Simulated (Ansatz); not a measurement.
The starting structures come from a database of crystals and need not be the phases stable at ambient conditions.

Consider the following.

```xyz
4
Lattice="3.4864 0.0000 0.0000 -1.7432 3.0193 0.0000 0.0000 0.0000 4.1780" Properties=species:S:1:pos:R:3 pbc="T T T"
Mg     1.7432     1.0064     3.1335
Mg     0.0000     2.0129     1.0445
O      1.7432     1.0064     1.0445
O      0.0000     2.0129     3.1335
```

Space group of this cell: P6_3/mmc. The cell is taken as given.

The current runs along the normal of the first two printed vectors, the (001) plane. All runs by Ansatz (a first-principles code), plane waves and PAW, without spin-orbit coupling; the base is r2SCAN.

```
run                                                      mean pressure (GPa)    gap (eV)  mid-gap κ (1/Å)
-------------------------------------------------------  -------------------  ----------  ---------------
base                                                                     0.1        4.10            0.331
all lengths scaled by 0.98                                               9.6        4.43            0.351
all lengths scaled by 1.02                                              -7.2        3.79            0.312
lengths across the current scaled by 0.98, ions clamped                  6.1        4.30            0.338
lengths across the current scaled by 1.02, ions clamped                 -4.7  (withheld)       (withheld)
lengths along the current scaled by 0.97, ions clamped                   5.1  (withheld)       (withheld)
lengths along the current scaled by 1.03, ions clamped                  -3.7  (withheld)       (withheld)
```

Task: What belongs in the gaps?

Result: 
- lengths across the current scaled by 1.02, ions clamped, gap (eV): 3.91
- lengths across the current scaled by 1.02, ions clamped, mid-gap κ (1/Å): 0.324
- lengths along the current scaled by 0.97, ions clamped, gap (eV): 4.28
- lengths along the current scaled by 0.97, ions clamped, mid-gap κ (1/Å): 0.349
- lengths along the current scaled by 1.03, ions clamped, gap (eV): 3.91
- lengths along the current scaled by 1.03, ions clamped, mid-gap κ (1/Å): 0.313
